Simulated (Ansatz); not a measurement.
Band structure of GaNi3 (Pm-3m, 4 atoms in the cell).

```yaml
crystal:
  lattice:
    - [3.48385, 0.00000, 0.00000]
    - [0.00000, 3.48385, 0.00000]
    - [0.00000, 0.00000, 3.48385]
  atoms:
    - { symbol: Ga, position: [0.00000, 0.00000, 0.00000] }
    - { symbol: Ni, position: [0.50000, 0.00000, 0.50000], spin: 2.0 }
    - { symbol: Ni, position: [0.00000, 0.50000, 0.50000], spin: 2.0 }
    - { symbol: Ni, position: [0.50000, 0.50000, 0.00000], spin: 2.0 }
```
(The spins are starting values, not results.)

Method: LDA (PW92), PAW files made with PBE (plane waves; Ansatz, a quantum-chemistry and plane-wave program).

Settings: kpoints.mp_grid.grid = 8 8 8; hamiltonian.xc = lda; hamiltonian.pseudopotentials = {kind: paw} (an earlier, softer set of the program's PAW files); magnetization.spin_polarized = true; scf.occupations.method = fermi_dirac; scf.occupations.width = 0.1 eV; kpoints.band_path.npoints = 8.

The starting cell comes from a database of computed structures (which also holds hypothetical and non-ambient phases and stackings), without a prior relaxation at this level. Its lattice was rescaled by a random factor within 2.5 % of one. The starting moments vanished: the run ended non-magnetic, which need not be the lowest state. The program warned that a starting moment was not kept.

Levels in eV from the Fermi level, bands 30 to 37 of the first spin channel:
```
point     30     31     32     33     34     35     36    37
-----  -----  -----  -----  -----  -----  -----  -----  ----
Γ      -0.09   0.17   0.17   0.17   0.50   0.50   0.50  6.44
X      -1.17  -1.16  -0.99  -0.40   0.18   5.48   5.48  6.63
M      -1.31  -0.92  -0.85  -0.80  -0.44   1.05   1.05  8.16
R      -1.17  -0.94  -0.94  -0.38  -0.04  -0.04  -0.04  2.48
```

Bands cross the Fermi level along this path, so the cell is metallic at this level.

The net moment of the cell came out as 0.00 μB.

Keys are those of Ansatz 0.2.
